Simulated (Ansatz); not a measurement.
Base system: GaN in the zinc blende structure (space group F-43m, No. 216).

```
GaN
1.0
    0.00000     2.24895     2.24895
    2.24895     0.00000     2.24895
    2.24895     2.24895     0.00000
Ga N
1 1
Direct
  0.00000   0.00000   0.00000
  0.25000   0.25000   0.25000
```

Cartesian axes are those of the cell as printed.

Computed with Ansatz (an electronic-structure program), r2SCAN, PAW, cutoff 500 eV, no SOC.

Before the change:

| Item | Result |
|---|---|
| Valence-band top at Γ | 0.00, 0.00, 0.00 eV |
| Volume per atom | 11.37 Å³ |

One thing is altered: tensile biaxial strain of 1.00 % in the plane normal to [001], as in epitaxy on a mismatched substrate; the out-of-plane cell vector and the atoms relax.

Q: What happens to the valence-band top at Γ?

A: The valence-band top at Γ (three highest levels, from the VBM) changes from 0.00, 0.00, 0.00 eV to 0.00, -0.09, -0.09 eV.

Q: Estimate the effect on the volume per atom.

A: The volume per atom increases by 0.102 Å³ to 11.48 Å³.

Q: What does the calculation give for the energy relative to the base after the change?

A: The energy rises by 1.9 meV/atom.

The levels and masses belong to the bands next to the band gap. Whether these cells are dynamically stable was not tested. This is not the structure that GaN has at room temperature and ambient pressure.
